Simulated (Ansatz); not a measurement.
SiC (P6_3mc), PBEsol with spin-orbit coupling, rigid bands (Ansatz, an electronic-structure program): N_c = 1.05e19 cm⁻³ at 300 K and an electron conductivity mass of 0.264 mₑ along z (a = (3.08, 0.00, 0.00) Å; b = (-1.54, 2.66, 0.00) Å; c = (0.00, 0.00, 5.05) Å).

For 1e16 electrons per cm³ at 300 K, place the Fermi level, estimate the Seebeck coefficient of a parabolic band with constant τ, and give mobility and conductivity for τ = 5 fs.

The level lies k_BT ln(N_c/n) = 0.180 eV below the conduction-band minimum. S ≈ −(k_B/e)[ln(N_c/n) + 5/2] = -815 μV/K, against -819 μV/K from the full bands (mean over directions). μ = eτ/m = 33.3 cm²/(V·s) and σ = neμ = 0.0534 S/cm. τ is assumed, not computed.

Band transport and this doping are assumed; polarons and phonon drag are left out.
